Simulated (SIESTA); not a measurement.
A user runs SIESTA on SrLaMn2O5 (P1, 18 atoms in the cell) and asks whether the run is sound. The aim is a self-consistent single point with DFT, GGA PBEsol+U, numerical atomic orbitals TZP, PseudoDojo PBEsol standard norm-conserving potentials (rewritten from UPF to PSML).

The input file:

```
# files in the folder: Sr.psml La.psml Mn.psml O.psml (PseudoDojo PBEsol standard)
SystemName  SrLaMn2O5
SystemLabel SrLaMn2O5

NumberOfAtoms                18
NumberOfSpecies              4
%block ChemicalSpeciesLabel
  1 38 Sr
  2 57 La
  3 25 Mn
  4 8 O
%endblock ChemicalSpeciesLabel
LatticeConstant              1.0 Ang
%block LatticeVectors
     5.495110000    0.000000000    0.000000000
    -0.024559000    5.637597000    0.000000000
    -2.736755000   -2.812053000    8.256762000
%endblock LatticeVectors
AtomicCoordinatesFormat      Bohr
%block AtomicCoordinatesAndAtomicSpecies
    -0.010928487    5.454319688    3.504594065  1
    -0.009145312    5.461340052   12.097800670  1
     5.288229690   -0.213404089   12.110127055  2
     5.290037977   -0.221352564    3.489303107  2
     0.279740090    0.582141099    7.799481036  3
     5.607399037    4.785116257    7.804317972  3
     5.144688247    5.299645629    0.002028392  3
    10.312054069   10.625767662    0.007021358  3
     4.337691260    0.941377092    7.798856915  4
    -0.898918873    4.216054582    7.799168975  4
     5.031125431    6.074183117    4.207978155  4
     5.020112946    6.083831734   11.388955524  4
    -0.418857792   -0.445383515   11.393948490  4
    -0.418630191   -0.470529044    4.217808057  4
    -2.641687407    2.679327076   15.348689649  4
     7.739362325    2.652768073    0.248244030  4
     2.596743486    2.593381517    0.386954868  4
     2.592873576    2.597721636   15.218872532  4
%endblock AtomicCoordinatesAndAtomicSpecies

XC.functional                GGA
XC.authors                   PBEsol
PAO.BasisSize                TZP
PAO.EnergyShift              0.01 Ry
MeshCutoff                   350 Ry
OccupationFunction           FD
ElectronicTemperature        100.0 meV
Spin                         polarized
%block DM.InitSpin
  1 +0.00
  2 +0.00
  3 +0.00
  4 +0.00
  5 +4.00
  6 +4.00
  7 +4.00
  8 +4.00
  9 +0.00
  10 +0.00
  11 +0.00
  12 +0.00
  13 +0.00
  14 +0.00
  15 +0.00
  16 +0.00
  17 +0.00
  18 +0.00
%endblock DM.InitSpin
DFTU.ProjectorGenerationMethod 2
DFTU.CutoffNorm              0.9
DFTU.FirstIteration          true
%block DFTU.proj
  Mn 1
  n=3 2
  3.90 0.00
  0.00 0.00
%endblock DFTU.proj

MaxSCFIterations             150
SCF.Mixer.Method             Broyden
SCF.Mixer.Weight             0.1
SCF.Mixer.History            6
SCF.DM.Tolerance             1.0E-05
Diag.ParallelOverK           true
WriteForces                  true
Charge.Mulliken              end
```

Log, with long lists cut:

```
reinit: Reading from file input.fdf

reinit: System Name: SrLaMn2O5
reinit: System Label: SrLaMn2O5

NOTE on units for spin output:
{S} is the spin magnetic moment, in units of the Bohr magneton,
assuming a g-factor for the electron spin of exactly 2.
   [... lines left out ...]
outcell: Cell angles (23,13,12) (deg):    107.8363    107.4197     90.2496
outcell: Cell volume (Ang**3)        :    255.7880
Gamma-point calculation with interaction between periodic images
Gamma-point calculation with interaction between periodic images
Some features might not work optimally:
Some features might not work optimally:
e.g. DM initialization from atomic data
e.g. DM initialization from atomic data
new_DM -- step:     1
Initializing Density Matrix...

Attempting to read DM from file... Failed...
initDM: WARNING: atom 1 has a closed-shell and cannot be polarized
initDM: WARNING: atom 2 has a closed-shell and cannot be polarized
DM filled with atomic data (user-defined):

InitMesh: MESH = 60 x 64 x 96 = 368640
InitMesh: Mesh cutoff (required, used) =   350.000   366.028 Ry
hubbard_term: recalculating local occupations    1
hubbard_term: maximum change in local occup.    0.846134
hubbard_term: recalculating Hamiltonian

stepf: Fermi-Dirac step function
hubbard_term: recalculating local occupations    1
hubbard_term: maximum change in local occup.    0.462983
hubbard_term: recalculating Hamiltonian
        iscf     Eharris(eV)        E_KS(eV)     FreeEng(eV)     dDmax    Ef(eV) dHmax(eV)
   scf:    1   -19849.016200   -20022.107255   -20022.335364  0.740500 -3.130485 31.931704
     spin moment: {S} , |S| = {        0.0        0.0   16.00618 }    16.00618
   scf:    2   -20109.248035   -20074.563708   -20074.675342  0.286660 -4.004067 14.464762
     spin moment: {S} , |S| = {        0.0        0.0   17.98635 }    17.98635
   scf:    3   -20101.182382   -20090.019951   -20090.048281  0.112822 -4.697581  7.650088
   [... lines left out ...]
hubbard_term: recalculating local occupations   22
hubbard_term: maximum change in local occup.    0.000593
   scf:   29   -20097.161504   -20097.161500   -20097.222988  0.000015 -5.344341  0.000583
     spin moment: {S} , |S| = {        0.0        0.0   18.00001 }    18.00001
hubbard_term: recalculating local occupations   23
hubbard_term: maximum change in local occup.    0.000593
   scf:   30   -20097.161508   -20097.161506   -20097.222991  0.000009 -5.344297  0.000518
     spin moment: {S} , |S| = {        0.0        0.0   18.00001 }    18.00001
SCF Convergence by DM+H criterion
max |DM_out - DM_in|         :     0.0000085050
max |H_out - H_in|      (eV) :     0.0005179585
DFT+U population converged by dTol_pop criteria:
max |pop(DFT+U)_i - pop(DFT+U)_j|:     0.0005925859
SCF cycle converged after 30 iterations

Using DM_out to compute the final energy and forces
hubbard_term: recalculating local occupations   24
hubbard_term: maximum change in local occup.    0.000593
hubbard_term: recalculating Hamiltonian and forces

siesta: E_KS(eV) =           -20097.1636

siesta: E_KS - E_eggbox =    -20097.1636

siesta: Atomic forces (eV/Ang):
     1    0.266283   -0.435992   -0.956446
     2    0.255401   -0.427773    0.941534
     3    0.637746    0.114952    1.964020
   [... 15 lines left out ...]
   [... lines left out ...]
siesta: FreeEng =    -20097.225112
siesta: Cell volume =        255.788011 Ang**3
siesta:         -23.37144895        -28.33654902  kBar
   [... lines left out ...]
    12    -0.557025    6.557025   -0.035874  O
    13    -0.577493    6.577493   -0.068225  O
    14    -0.579586    6.579586   -0.066871  O
    15    -0.546686    6.546686   -0.053415  O
    16    -0.547414    6.547414   -0.053022  O
    17    -0.539552    6.539552   -0.051768  O
    18    -0.539526    6.539526   -0.051995  O
 Total     0.000000               18.000010
```

**Question.** Is anything amiss in this input, and did it matter?

**Answer.** The run is not sound. The fault is a single k-point for a small cell. The zone centre alone samples the bands of a small cell poorly; it suits large supercells. To fix it, use a k-point mesh or a larger supercell. The run converged in 30 iterations without an error; against the sound input the free energy goes up by 209 meV/atom, the pressure goes from -5.49 to -2.34 GPa, the largest force goes from 0.568 to 2.068 eV/Å and the size of the net moment stays at 1.00 μB/atom.

An input that runs soundly differs in these lines (not the only fix; some lines may just follow from the change or write a value another way):
```diff
+%block kgrid.MonkhorstPack
+    3   0   0  0.0
+    0   3   0  0.0
+    0   0   2  0.0
+%endblock kgrid.MonkhorstPack
```

With that input, the run converged in 31 iterations: free energy E − TS -20100.9803 eV; Fermi level (on the code's own zero) -5.37 eV; pressure -5.49 GPa; largest force (vector length) 0.568 eV/Å; size of the cell's spin moment 18.00 μB (DFT, GGA PBEsol+U, numerical atomic orbitals TZP, PseudoDojo PBEsol standard norm-conserving potentials (rewritten from UPF to PSML)).

On the sound input: the starting cell comes from a database of computed structures (which also holds hypothetical and non-ambient phases and stackings), without a prior relaxation at this level. The magnetic order is the one reached from the typed start; others were not searched systematically. With U or open f shells several self-consistent states can exist. Values carry the incompleteness of an atom-centred basis. With a pressure of about -5 GPa the cell is away from its equilibrium volume at this level. Without a gap this mesh is coarse (it stands for a supercell whose shortest vector is 16 Å).
